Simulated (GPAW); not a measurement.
```
CELL_PARAMETERS angstrom
      2.90254     0.00000     0.00000
      0.00000     2.90254     0.00000
      0.00000     0.00000     9.05925
ATOMIC_POSITIONS crystal
  Ti 0.00000 0.50000 0.39679
  Ti 0.50000 0.00000 0.60873
  Cd 0.00000 0.50000 0.86667
  Cd 0.50000 0.00000 0.13333
```

Method of the run: PBEsol, GPAW PAW datasets PBEsol (made by gpaw-setup) (plane waves; GPAW).

The set-up and first iterations of a GPAW log for TiCd (P4mm, 4 atoms in the cell):

```
Input parameters:
  convergence: {forces: 0.001}
  kpts: {gamma: True,
         size: (5, 5, 2)}
  maxiter: 120
  mode: {ecut: 850,
         name: pw}
  nbands: 24
  occupations: {name: fermi-dirac,
                width: 0.1}
  symmetry: {symmorphic: False,
             tolerance: 0.0005}
  xc: PBEsol

species:
  Ti:
    name: Titanium
    Z: 22.0
    valence: 12
    core: 10
    charge: 0.0
    file: Ti.PBEsol.gz

    # Using partial waves for Ti as LCAO basis

  Cd:
    name: Cadmium
    Z: 48.0
    valence: 12
    core: 36
    charge: 0.0
    file: Cd.PBEsol.gz

    # Using partial waves for Cd as LCAO basis

Reference energy: -350600.115995  # eV

Spin-paired calculation

Convergence criteria:
 Maximum [total energy] change in last 3 cyles: 0.0005 eV / valence electron
 Maximum integral of absolute [dens]ity change: 0.0001 electrons / valence electron
 Maximum integral of absolute [eigenst]ate change: 4e-08 eV^2 / valence electron
   [... lines left out ...]

Eigensolver

Densities:
  Coarse grid: 20*20*63 grid
  Fine grid: 40*40*126 grid
  Total Charge: 0.000000

Density mixing:
  Method: separate
  Backend: pulay
  Linear mixing parameter: 0.05
  old densities: 5
  Damping of long wavelength oscillations: 50

Hamiltonian:
  XC and Coulomb potentials evaluated on a 40*40*126 grid
  External potential:
    NoExternalPotential

XC parameters: PBEsol with 2 nearest neighbor stencil

Number of atoms: 4
Number of atomic orbitals: 44
Number of bands in calculation: 24
Number of valence electrons: 48
Bands to converge: occupied

Density initialized from atomic densities
  24 bands from LCAO basis set

Atomic positions and initial magnetic moments

Positions:
   0 Ti     0.000000    1.451270    3.594611    ( 0.0000,  0.0000,  0.0000)
   1 Ti     1.451270    0.000000    5.514638    ( 0.0000,  0.0000,  0.0000)
   2 Cd     0.000000    1.451270    7.851381    ( 0.0000,  0.0000,  0.0000)
   3 Cd     1.451270    0.000000    1.207870    ( 0.0000,  0.0000,  0.0000)

Unit cell:
           periodic     x           y           z      points  spacing
  1. axis:    yes    2.902540    0.000000    0.000000    20     0.1451
  2. axis:    yes    0.000000    2.902540    0.000000    20     0.1451
  3. axis:    yes    0.000000    0.000000    9.059251    63     0.1438

  Lengths:   2.902540   2.902540   9.059251
  Angles:   90.000000  90.000000  90.000000

Effective grid spacing dv^(1/3) = 0.1447
     iter     time        total  log10-change:
                         energy   eigst   dens  force
iter:   1 --:--:--   -21.447726
iter:   2 --:--:--   -18.606311   -0.09  -1.23
iter:   3 --:--:--   -18.941432   +1.03  -1.32
iter:   4 --:--:--   -17.630306   +0.11  -1.46
iter:   5 --:--:--   -20.060220   +0.64  -1.46
```

Problem. Will this run converge, and how will it end?

Solution. The run ended unconverged after 120 iterations. It gives no final result for the task that was set. The log goes on:

```
   [... 25 lines left out ...]
iter:  31 --:--:--   -17.404226   -1.23  -2.39
iter:  32 --:--:--   -17.481767   -0.87  -2.59
iter:  33 --:--:--   -17.439137   -1.64  -2.24
   [... lines left out ...]
iter: 119 --:--:--   -17.419884c  -4.31  -4.02c
iter: 120 --:--:--   -17.419903c  -4.56  -3.76

Did not converge!

Here are some tips:

1) Make sure the geometry and spin-state is physically sound.
2) Use less aggressive density mixing.
3) Solve the eigenvalue problem more accurately at each scf-step.
4) Use a smoother distribution function for the occupation numbers.
5) Try adding more empty states.
6) Use enough k-points.
7) Don't let your structure optimization algorithm take too large steps.
8) Solve the Poisson equation more accurately.
9) Better initial guess for the wave functions.

See details here:

    https://gpaw.readthedocs.io/documentation/convergence.html
Traceback (most recent call last):
   [... frames left out ...]
gpaw.KohnShamConvergenceError: Did not converge!  See text output for help.
```

The starting cell comes from a database of computed structures (which also holds hypothetical and non-ambient phases and stackings), without a prior relaxation at this level. Its lattice was rescaled by up to half a per cent. One atom was moved a little off its site on purpose.

The run was DFT PBEsol, plane waves, GPAW PAW datasets PBEsol (made by gpaw-setup). Main settings of its input:

| key | value |
|---|---|
| mode | pw |
| ecut | 850 eV |
| xc | PBEsol |
| kpts | 5 5 2 |
| mesh shift (steps) | 0 0 0 |
| occupations.name | fermi-dirac |
| occupations.width | 0.1 eV |
| nbands | 24 |
| convergence.forces | 0.001 eV/Å |
| symmetry.symmorphic | false |
| symmetry.tolerance | 0.0005 |
| maxiter | 120 |
